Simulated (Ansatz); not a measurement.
RuTe (model structure, Fm-3m, No. 225, 2 atoms in the cell), treated with r²SCAN (PAW; Ansatz, a first-principles code).

Numerical settings: plane-wave cutoff 560 eV, 18×18×18 k mesh, Fermi–Dirac smearing 0.05 eV, no spin polarisation, scalar-relativistic PAW data made under PBE.

Cell (relaxed at this level):

```xyz
2
Lattice="0.0000 2.7112 2.7112 2.7112 0.0000 2.7112 2.7112 2.7112 0.0000" Properties=species:S:1:pos:R:3 pbc="T T T"
Ru     0.0000     0.0000     0.0000
Te     2.7112     2.7112     2.7112
```

### Question
Give the computed bulk modulus B0.

### Answer

- bulk modulus B0: 131 GPa

Note: the run has no spin polarisation, so it can have missed a magnetic state; the bulk modulus is −V dP/dV from two relaxed cells at ±2 % in volume; the relaxation could raise the start's symmetry but not lower it, so the cell can be a saddle point.

Spin–orbit coupling is not included; it can open a gap where bands touch, and shift volumes and moduli.

Static lattice: no zero-point or thermal effects.

A model structure was made by putting elements into a prototype or built by hand; it is no filed structure, need not be a known phase, and can be a saddle point held by its symmetry.
